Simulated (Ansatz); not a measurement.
Response to strain in WC

The reference is WC (space group P-6m2, No. 187; relaxed with 0.1 eV smearing).

```
CELL_PARAMETERS angstrom
      2.89911     0.00000     0.00000
     -1.44955     2.51070     0.00000
      0.00000     0.00000     2.82680
ATOMIC_POSITIONS crystal
  W  0.00000 0.00000 0.00000
  C  0.33333 0.66667 0.50000
```

Strains are applied to the cell and any free atomic positions relax.

Level of theory: plane-wave PAW DFT at the PBEsol level (Ansatz, a first-principles code, 420 eV), no spin-orbit coupling.

Notes on the quantities. energy relative to the base: free energy F; pressure: mean of the normal stresses, compression positive.

```json
[
 {"case": "base", "energy relative to the base": "0 meV/atom", "shortest interatomic distance": "2.191 Å", "pressure": "0.0 GPa"},
 {"case": "isotropic strain −3.00 %", "energy relative to the base": "+117 meV/atom", "shortest interatomic distance": "2.125 Å", "pressure": "45.3 GPa"},
 {"case": "isotropic strain −2.50 %", "energy relative to the base": "+80 meV/atom", "shortest interatomic distance": "2.136 Å", "pressure": "36.5 GPa"},
 {"case": "isotropic strain −1.50 %", "energy relative to the base": "+28 meV/atom", "shortest interatomic distance": "2.158 Å", "pressure": "20.4 GPa"},
 {"case": "isotropic strain −0.50 %", "energy relative to the base": "?", "shortest interatomic distance": "2.180 Å", "pressure": "?"},
 {"case": "isotropic strain +0.50 %", "energy relative to the base": "+2.9 meV/atom", "shortest interatomic distance": "2.202 Å", "pressure": "-5.9 GPa"},
 {"case": "isotropic strain +1.00 %", "energy relative to the base": "+11 meV/atom", "shortest interatomic distance": "2.213 Å", "pressure": "-11.5 GPa"},
 {"case": "isotropic strain +1.50 %", "energy relative to the base": "+25 meV/atom", "shortest interatomic distance": "2.224 Å", "pressure": "-16.7 GPa"},
 {"case": "isotropic strain +2.50 %", "energy relative to the base": "+68 meV/atom", "shortest interatomic distance": "2.246 Å", "pressure": "-25.9 GPa"},
 {"case": "isotropic strain +3.00 %", "energy relative to the base": "+97 meV/atom", "shortest interatomic distance": "2.256 Å", "pressure": "-30.1 GPa"}
]
```

Question: Some entries are withheld; estimate them.

Answer: 
- isotropic strain −0.50 %, energy relative to the base: +3.0 meV/atom
- isotropic strain −0.50 %, pressure: 6.4 GPa

Whether these cells are dynamically stable was not tested. All final runs are without spin polarisation.
